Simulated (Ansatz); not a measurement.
Ansatz (a program for electronic structure) run on TlBO2 (R-3m, 4 atoms in the cell): self-consistent single point.

Computed with LDA (PW92) with spin-orbit coupling, default PAW files made with PBE (plane waves; Ansatz).

```
TlBO2
1.0
    1.51954     0.87731     5.51650
   -1.51954     0.87731     5.51650
    0.00000    -1.75461     5.51650
B Tl O
1 1 2
Direct
  0.00000   0.00000   0.00000
  0.50000   0.50000   0.50000
  0.26670   0.26670   0.26670
  0.73330   0.73330   0.73330
```

Reference input (self-consistent single point, DFT, revPBE, plane waves, default PAW files made with PBE): kpoints.mp_grid.grid = 10 10 10; hamiltonian.xc = revpbe; hamiltonian.pseudopotentials = {kind: paw} (the program's default PAW files); scf.occupations.method = gaussian; scf.occupations.width = 0.2 eV. This run's input differs from it in these lines:

Ansatz 0.2 input:
```diff
@@ -14,5 +14,8 @@
 hamiltonian:
-  xc: revpbe
+  xc: lda
   pseudopotentials:
     kind: paw
+magnetization:
+  noncollinear: true
+  spin_orbit: true
 scf:
```

Output, abridged:

```
SCF iter   1: F=—  HF=-12438.701072 eV  |F-HF|=—  |Δ(HF+E_count)|=         —  Δρ=1.02e-1  dr2=1.38e1  dr2_m=0.00e0 (ungated)  ethr=3.10e-3  |M|=0.00e0 ∫|m|=0.00e0 μB  |m|>n=0.0e0 m-floor=0.0e0 τ_xc=0.0e0  β_m=0.30  ⟨swp⟩=5.2  Hψ=9560  notcnv=0
all-band conjugate gradients solve this SCF's bands
preconditioner: auto → Kerker (q_TF=auto, 2.529 Å⁻¹)
spin=Noncollinear: Kerker preconditioning applied to the charge; magnetization (m_x, m_y, m_z) channels mix plain (no charge-response kernel on spin).
   [... lines left out ...]
SCF iter   8: F=—  HF=-12435.076650 eV  |F-HF|=—  |Δ(HF+E_count)|=   4.90e-6  Δρ=4.70e-5  dr2=1.27e-6  dr2_m=0.00e0 (ungated)  ethr=8.91e-8  |M|=0.00e0 ∫|m|=0.00e0 μB  |m|>n=0.0e0 m-floor=0.0e0 τ_xc=0.0e0  β_m=0.99  ⟨swp⟩=2.6  Hψ=3275  notcnv=0  defer=292
SCF iter   9: F=-12435.076650 eV  HF=-12435.076650 eV  |F-HF|=5.17e-9  |Δ(HF+E_count)|=   1.54e-7  Δρ=9.11e-6  dr2=3.19e-8  dr2_m=0.00e0 (ungated)  ethr=3.57e-10  |M|=0.00e0 ∫|m|=0.00e0 μB  |m|>n=0.0e0 m-floor=0.0e0 τ_xc=0.0e0  ⟨swp⟩=7.7  Hψ=9950  notcnv=0
SCF 1 converged in 9 iterations: F = -12435.076650 eV  dr2 = 3.19e-8
Magnetization: |M| = 0.0000 μB,  M = (+0.0000, +0.0000, +0.0000) μB
Absolute magnetization: 0.0000 μB (∫|m|)
  site 0: m = (+0.0000, +0.0000, +0.0000) μB, |m| = 0.0000 μB  (R = 0.85 Å)
  site 1: m = (+0.0000, +0.0000, +0.0000) μB, |m| = 0.0000 μB  (R = 1.00 Å)
  site 2: m = (+0.0000, +0.0000, +0.0000) μB, |m| = 0.0000 μB  (R = 0.85 Å)
  site 3: m = (+0.0000, +0.0000, +0.0000) μB, |m| = 0.0000 μB  (R = 0.85 Å)
Free energy (F): -12435.076650 eV
Internal energy: -12435.068010 eV  (E = F + TS)
E sigma→0 (E₀):  -12435.072330 eV
Entropy (-TS):   -0.008640 eV (-2.160 meV/atom)
Fermi energy:    11.548554 eV
--- Forces (eV/Å), atoms counted from 1 ---
  atom   1  B      0.00000000    -0.00000000    -0.00000000
  atom   2  Tl     0.00000000     0.00000000     0.00000000
   [... lines left out ...]
  atom   4  O      0.00000000    -0.00000014    -4.72396812
--- Stress (GPa, compression-positive) ---
      -11.709799       0.000000      -0.000000
        0.000000     -11.709799       0.000001
        0.000000       0.000001       7.007993
  P = ⅓ Tr σ = -5.4705 GPa (-54.705 kbar)
  The stress holds the Pulay correction. Without it, at fixed plane waves, as pw.x and ABINIT print it: P = -6.2363 GPa
```

The run converged in 9 iterations. Against the reference run the pressure goes from 9.26 to -5.47 GPa and the largest force goes from 4.931 to 4.724 eV/Å.

The starting cell was generated: these elements placed on a structure prototype, without a prior relaxation; it need not be a known phase or ordering of this composition. Its lattice was rescaled by a random factor within 2.5 % of one. With a pressure of about -5 GPa the cell is away from its equilibrium volume at this level. Forces in this geometry exceed 1 eV/Å. Ansatz's pressure includes its estimate of the finite-basis (Pulay) stress. Without the estimate this run gives -6.24 GPa. The run gives no clean gap (levels at the Fermi energy touch, overlap or are partly filled at this smearing), which alone does not show that the compound is a metal.
